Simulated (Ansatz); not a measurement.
Reference: BeRh (Pm-3m), PBEsol, DFPT electron-phonon coupling, linearised Boltzmann equation (plane waves, PAW, scalar-relativistic; Ansatz, a quantum-chemistry and plane-wave program); geometry: relaxed with this functional, without spin-orbit coupling.

```
CELL_PARAMETERS angstrom
      2.75282     0.00000     0.00000
      0.00000     2.75282     0.00000
      0.00000     0.00000     2.75281
ATOMIC_POSITIONS crystal
  Be 0.50000 0.50000 0.50000
  Rh 0.00000 0.00000 0.00000
```

The resistivity at 300 K comes out as 6.1 μΩ·cm and the mean free path at 300 K is 9.3 nm.

**Question.** Swap Be for Mg, keeping the structure type. How do these values move?

**Answer.** MgRh (Pm-3m): volume per atom 10.4 to 14.6 Å³; resistivity at 300 K falls (6.1 μΩ·cm to 5.1 μΩ·cm); mean free path at 300 K rises (9.3 nm to 16.2 nm).

**Question.** Replace Rh by Ni on the same sites and relax. What happens?

**Answer.** BeNi (Pm-3m): volume per atom 10.4 to 8.6 Å³; resistivity at 300 K stays about the same (6.1 μΩ·cm to 6.6 μΩ·cm); mean free path at 300 K rises (9.3 nm to 15.9 nm).

**Question.** Swap Be for Zn, keeping the structure type. How do these values move?

**Answer.** RhZn (Pm-3m): volume per atom 10.4 to 13.1 Å³; resistivity at 300 K falls (6.1 μΩ·cm to 5.2 μΩ·cm); mean free path at 300 K rises (9.3 nm to 16.1 nm).

Moves up to 14 % count as about the same. Metals; harmonic phonons alone scatter; means over directions. The mean free path is weighted by the current that each state carries. Halving the electron mesh moves these values by up to 9 %; q meshes are mostly untested. Some of the runs warned that the eigensolver left states short of its tolerance. Spin-orbit coupling is left out.

Formula and space group known from diffraction (Crystallography Open Database), not checked to be the room-temperature form: MgRh (Pm-3m). Computed structure with no diffraction record at hand here (it may be known, metastable or hypothetical): BeNi (Pm-3m), BeRh (Pm-3m), RhZn (Pm-3m). Treated as nonmagnetic (a ferromagnetic start lost its moment, other orders weren't tried): BeNi (Pm-3m).
